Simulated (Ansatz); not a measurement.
LaTiO₂N (P1, No. 1, 20 atoms in the cell; start mp-754453), treated with PBEsol+SOC in Ansatz (PAW).

Numerical settings: plane-wave cutoff 520 eV, 6×6×4 k mesh (along the axes of the cell as run), Fermi–Dirac smearing 0.01 eV, PAW data made under PBE.

Cell (relaxed with PBEsol):

```
CELL_PARAMETERS angstrom
      5.56621    -0.04113     0.00779
     -0.07874     5.55543    -0.00132
      0.00547    -0.00678     7.79888
ATOMIC_POSITIONS crystal
  La 0.50031 0.00481 0.77136
  La 0.50222 0.00699 0.24063
  La 0.00400 0.50104 0.24234
  La 0.00567 0.50277 0.76887
  Ti 0.51006 0.51026 0.00351
  Ti 0.50590 0.50471 0.51306
  Ti 0.99414 0.99414 0.00699
  Ti 0.00247 0.00142 0.50190
  N  0.25177 0.75504 0.99215
  N  0.55042 0.54138 0.74226
  N  0.74458 0.24243 0.00210
  N  0.75475 0.74674 0.05085
  O  0.23489 0.73976 0.49715
  O  0.24142 0.25153 0.94777
  O  0.25522 0.23582 0.54887
  O  0.43598 0.44411 0.25030
  O  0.74305 0.75894 0.44126
  O  0.76150 0.25604 0.48509
  O  0.94311 0.95325 0.73997
  O  0.05866 0.04879 0.25359
```

Problem. Give the computed band gap and direct gap at Γ.

Solution. 
band gap: 0.42 eV (on the SCF k mesh)
direct gap at Γ: 0.47 eV

It cost roughly 50 core-minutes of CPU time.

A start named mp-… is a Materials Project structure, which need not be a measured phase.

Ansatz is a quantum-chemistry and plane-wave program.
